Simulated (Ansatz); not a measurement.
## A series of runs on W3N4 (Pm-3m, 7 atoms in the cell)

```yaml
crystal:
  lattice:
    - [4.12200, 0.00000, 0.00000]
    - [0.00000, 4.12200, 0.00000]
    - [0.00000, 0.00000, 4.12200]
  atoms:
    - { symbol: N, position: [0.50000, 0.50000, 0.50000] }
    - { symbol: N, position: [0.50000, 0.00000, 0.00000] }
    - { symbol: N, position: [0.00000, 0.50000, 0.00000] }
    - { symbol: N, position: [0.00000, 0.00000, 0.50000] }
    - { symbol: W, position: [0.50000, 0.50000, 0.00000] }
    - { symbol: W, position: [0.00000, 0.50000, 0.50000] }
    - { symbol: W, position: [0.50000, 0.00000, 0.50000] }
```

Base run A: LDA (PW92), default PAW files made with PBE (Ansatz, a program for electronic structure), self-consistent single point.

Its settings: kpoints.mp_grid.grid = 4 4 4; hamiltonian.xc = lda; hamiltonian.pseudopotentials = {kind: paw} (the program's default PAW files); scf.occupations.method = cold; scf.occupations.width = 0.1 eV.

The starting cell comes from a database of published, mostly measured structures (it also holds non-ambient and calculated ones), without a prior relaxation at this level. Spin-orbit coupling is off. Spin polarisation is off. In the base run, with a pressure of about 12 GPa the cell is away from its equilibrium volume at this level. Ansatz's pressure includes its estimate of the finite-basis (Pulay) stress. Without a gap this mesh is coarse (it stands for a supercell whose shortest vector is 16 Å).

ΔF is the free energy per atom less that of run A. 

| run | change | ΔF (meV/atom) | pressure (GPa) | iterations |
|---|---|---|---|---|
| A | base | 0.00 | 11.58 | 7 |
| B | scf.mixing.preconditioner: default (the program chose LDOS) → none | 0.00 | 11.58 | 9 |
| C | scf.mixing.preconditioner: default (the program chose LDOS) → kerker | 0.00 | 11.58 | 8 |
| D | scf.mixing.preconditioner: default (the program chose LDOS) → kerker_dos | 0.00 | 11.59 | 8 |
| E | scf.mixing.preconditioner: default (the program chose LDOS) → resta; scf.mixing.eps_inf: default → 3 | 0.00 | 11.58 | 8 |
| F | scf.mixing.preconditioner: default (the program chose LDOS) → ldos | 0.00 | 11.58 | 7 |
| G | scf.mixing.preconditioner: default (the program chose LDOS) → local_kerker | 0.00 | 11.58 | 7 |
| H | scf.mixing.preconditioner: default (the program chose LDOS) → kerker; scf.mixing.q_tf: default → 0.2 | 0.00 | 11.58 | 9 |
| I | scf.mixing.preconditioner: default (the program chose LDOS) → kerker; scf.mixing.q_tf: default → 0.5 | 0.00 | 11.58 | 9 |
| J | scf.mixing.preconditioner: default (the program chose LDOS) → kerker; scf.mixing.q_tf: default → 1.5 | 0.00 | 11.58 | 8 |

Runs B, C, D, E, F, G, H, I, J gave the same state as A (within 1 meV/atom).

Keys are those of Ansatz 0.2.
